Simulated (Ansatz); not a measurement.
The starting structures come from a database of crystals and need not be the phases stable at ambient conditions.

 Where the default PAW files enter, the runs use the earlier of Ansatz's two default sets.

Inside the gap of an insulator the Bloch states are evanescent, with a wavenumber k + iκ along the transport direction.

Input:

```xyz
14
Lattice="3.4537 0.0000 0.0000 0.0000 6.8981 0.0000 0.0000 0.0000 9.9540" Properties=species:S:1:pos:R:3 pbc="T T T"
Pb     0.0000     6.8969     8.0692
Pb     0.0000     0.0012     1.8848
Pb     0.0000     3.4478     6.8618
Pb     0.0000     3.4503     3.0922
Pb     1.7269     0.0000     4.9770
Pb     1.7269     3.4491     0.0000
O      0.0000     1.0977     5.8818
O      0.0000     5.8004     4.0722
O      0.0000     4.5468     9.0492
O      0.0000     2.3514     0.9048
O      1.7269     1.0244     3.0679
O      1.7269     5.8737     6.8861
O      1.7269     4.4735     1.9091
O      1.7269     2.4246     8.0449
```

Space group of this cell: Pbam. The cell is taken as given.

Transport runs along the normal of the first two printed cell vectors.

The gap is the functional's own. No spin-orbit coupling. Mid-gap values are interpolated on the energy grid.

Q: Give the band gap and the smallest decay constant κ at mid-gap that Ansatz (a first-principles code) with r2SCAN yields.

A: Gap 1.31 eV on a 10×6×4 mesh; κ = 0.216 1/Å, at (0.000, 0.500) of the in-plane reciprocal vectors. At the zone centre, at the nearest computed energy, the slowest state has κ = 0.33 1/Å.
